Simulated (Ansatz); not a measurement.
The starting structures come from a database of crystals and need not be the phases stable at ambient conditions.

 Where the default PAW files enter, the runs use the earlier of Ansatz's two default sets.

The decay constant κ of evanescent states in the gap governs leakage through a thin film.

Here is the system:

```yaml
crystal:
  lattice:
    - [5.21057, 0.00000, 0.00000]
    - [-2.60528, 4.51249, 0.00000]
    - [0.00000, 0.00000, 6.07266]
  atoms:
    - { symbol: Na, position: [0.33333, 0.66667, 0.25000] }
    - { symbol: Na, position: [0.66667, 0.33333, 0.75000] }
    - { symbol: Na, position: [0.00000, 0.00000, 0.50000] }
    - { symbol: Na, position: [0.00000, 0.00000, 0.00000] }
    - { symbol: C, position: [0.66667, 0.33333, 0.25000] }
    - { symbol: C, position: [0.33333, 0.66667, 0.75000] }
    - { symbol: O, position: [0.38073, 0.19037, 0.25000] }
    - { symbol: O, position: [0.61927, 0.80963, 0.75000] }
    - { symbol: O, position: [0.19037, 0.38073, 0.75000] }
    - { symbol: O, position: [0.80963, 0.61927, 0.25000] }
    - { symbol: O, position: [0.80963, 0.19037, 0.25000] }
    - { symbol: O, position: [0.19036, 0.80963, 0.75000] }
```

Space group of this cell: P6_3/mmc. The cell is taken as given.

Transport runs along the normal of the first two printed cell vectors, the (001) plane of the conventional cell.

The gap is the functional's own, uncorrected, and κ follows it; spin-orbit coupling is left out. Mid-gap values are interpolated between the computed energies.

State the band gap and the smallest decay constant κ at mid-gap according to r2SCAN (Ansatz, a quantum-chemistry and plane-wave program).

Gap 4.05 eV on a 12×12×6 mesh; κ = 0.496 1/Å, at the zone centre.
